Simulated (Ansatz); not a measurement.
## A computed series for HfO2: response to strain

Consider HfO2 in the fluorite structure (space group Fm-3m, No. 225; a = 5.059 Å).

Strains are applied to the cell and any free atomic positions relax.

Method: r2SCAN (Ansatz, an electronic-structure program), spin-orbit coupling left out, earlier PAW set.

```csv
isotropic strain (%),band gap (eV)
-3.94,4.61
-1.78,?
0,4.30
2.45,4.10
```

Task: Fit E_g = E₀ + Dε (ε in %) to the rows shown and predict the withheld row.

Result: Least squares on the printed values gives E₀ = 4.30 eV, D = -79.7 meV per % of strain (largest residual 0.00 eV); this predicts 4.44 eV, and the run gives 4.44 eV, in agreement.

Spin-orbit coupling, missing from the scalar runs, can matter with Hf. Stability against distortions was not tested. This is not the structure that HfO2 has at room temperature and ambient pressure.
